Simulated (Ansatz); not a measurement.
## Ta2N under a change: pressure 0.9 GPa

Base system: Ta2N in the anti-CdI2 type structure (space group P-3m1, No. 164; a = 3.0667 Å, c = 4.8845 Å).

It is then changed as follows: a hydrostatic pressure of 0.9 GPa.

All numbers come from Kohn–Sham DFT with the r2SCAN+rVV10 functional, run in Ansatz (a quantum-chemistry and plane-wave program) with PAW and 500 eV plane waves, no spin-orbit coupling. Settings: 17×17×10 k-points, 0.05 eV Fermi–Dirac smearing.

```json
[
 {"quantity": "volume per atom", "base": "13.26 Å³", "changed": "13.22 Å³", "shift": "-0.04 Å³"},
 {"quantity": "density", "base": "15.69 g/cm³", "changed": "15.74 g/cm³", "shift": "+0.05 g/cm³"},
 {"quantity": "lattice parameter a", "base": "3.067 Å", "changed": "3.063 Å", "shift": "-0.0034 Å"},
 {"quantity": "c/a ratio", "base": "1.593", "changed": "1.593", "shift": "+0.0006"},
 {"quantity": "shortest interatomic distance", "base": "2.171 Å", "changed": "2.169 Å", "shift": "-0.002 Å"},
 {"quantity": "enthalpy H = E + PV relative to the base's energy", "base": "–", "changed": "+0.07 eV/atom", "shift": "–"},
 {"quantity": "band gap", "base": "zero", "changed": "zero", "shift": "–"}
]
```

Load acts through the strain it causes; cell and atoms are relaxed under it. Stability against distortions was not tested. The final runs are not spin-polarised. An odd electron count without spin: Ta2N.
